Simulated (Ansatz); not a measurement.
The cell is built on a prototype and need not be the phase stable at ambient conditions.

By r2SCAN, the system below comes out a metal.

The ballistic (Sharvin) conductance counts the channels at the Fermi level: G/A = (e²/h) × channels of both spins per area.

Input:

```yaml
crystal:
  lattice:
    - [2.54985, 0.00000, 0.00000]
    - [0.00000, 2.83112, 0.00000]
    - [0.00000, -1.41556, 2.45182]
  atoms:
    - { symbol: Si, position: [0.00000, 0.00000, 0.00000] }
    - { symbol: C, position: [0.50000, 0.33333, 0.66667] }
```

Space group of this cell: P-6m2. The cell was relaxed by PBE-D3(BJ); by r2SCAN its mean pressure is 2.6 GPa.

The current flows along the normal of the first two printed cell vectors. No spin-orbit coupling; the value is a mean over 0.1 eV about the Fermi level.

**Question.** State the ballistic conductance per area according to r2SCAN (Ansatz, a first-principles code).

**Answer.** 0.96 × 10¹⁵ S/m² for both spins.
